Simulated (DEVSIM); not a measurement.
Structure: CdS/CdTe n-p heterojunction, at 400 K.

```csv
layer (left to right),material,thickness (μm),Nd (cm⁻³),Na (cm⁻³),τn (s),τp (s)
1,CdS,0.0760,6.8e16,-,6.2e-10,6.2e-10
2,CdTe,0.320,-,2.9e17,6.2e-10,6.2e-10
```

Left contact: ohmic. Right contact: ohmic. Voltage is applied to the left contact. Recombination: SRH at mid-gap, Auger. Mobility is μmin + (μ − μmin)/(1 + (N/Nref)^α).

This is a model device: material constants are rounded textbook-type values typed into the input, and sizes, dopings and lifetimes were drawn at random. Values at 300 K; Nc and Nv go as T^1.5, mobilities as T to minus their exponent, the gap by Varshni's rule with the affinity fixed.

```
parameter             CdS     CdTe
----------------  -------  -------
gap (eV)              2.4      1.5
affinity (eV)         4.3     4.28
permittivity            9     10.2
Nc (cm⁻³)          2.2e18     8e17
Nv (cm⁻³)          1.8e19   1.8e19
μn (cm²/Vs)           300     1000
μp (cm²/Vs)            25       80
μn,min                 30      100
μp,min                  3       10
Nref,n               1e17     1e17
Nref,p               1e17     1e17
αn                    0.6      0.6
αp                    0.6      0.6
T exponent of μn      1.5      1.7
T exponent of μp      1.5      1.5
Cn (cm⁶/s)          1e-30    1e-30
Cp (cm⁶/s)          1e-30    1e-30
Varshni α (eV/K)  0.00039  0.00031
Varshni β (K)         103      108
```

Simulated with DEVSIM: 1D drift-diffusion, Boltzmann statistics, complete ionisation; no tunnelling, impact ionisation, image-force lowering or self-heating. Band offsets follow the typed affinities; no thermionic-emission limit at abrupt steps, no polarisation charge.

The minority lifetime in layer 2 was swept, all else fixed.

```tsv
minority lifetime in layer 2 (s)	dark forward voltage at 1 A/cm² (V)	dark forward voltage at 100 A/cm² (V)
1.9e-11	0.896	1.065
6.2e-11	0.916	1.080
1.9e-10	0.927	1.089
6.2e-10	0.932	1.092
1.9e-9	0.933	1.094
6.2e-9	0.934	1.094
1.9e-8	0.934	1.094
```

From the first row to the last the dark forward voltage at 1 A/cm² goes from 0.896 to 0.934. From the first row to the last the dark forward voltage at 100 A/cm² goes from 1.065 to 1.094.
